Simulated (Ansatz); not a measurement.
System: Al₂Te₃ (Cc, No. 9, 10 atoms in the cell; start mp-1228524). Method: G0W0@PBEsol+SOC (Ansatz, a quantum-chemistry and plane-wave program, plane waves, hard PAW, contour deformation, complete-basis limit, spin–orbit shift from PBEsol).

Settings: largest k mesh 4×4×4 (not extrapolated in the mesh).

Cell (relaxed with PBEsol):

Space group Cc (No. 9); a = 12.575 Å, b = 7.251 Å, c = 7.942 Å, α = γ = 90.00°, β = 120.41°

```
atom  site  symmetry       x       y       z
----  ----  --------  ------  ------  ------
Al      4a         1  0.0820  0.0930  0.5029
Al      4a         1  0.2427  0.5638  0.4962
Te      4a         1  0.2227  0.0820  0.8900
Te      4a         1  0.3810  0.3873  0.3833
Te      4a         1  0.0299  0.4146  0.3526
```
(The calculation used a cell of 10 atoms; values per cell refer to that cell.)

Task: What does this level give for the band gap?

Result: 
- band gap = 2.02 eV

Note: spin–orbit coupling enters as the shift of the gap found with a semilocal functional.

Computed values are for the static lattice.

A start named mp-… is a Materials Project structure, which need not be a measured phase.
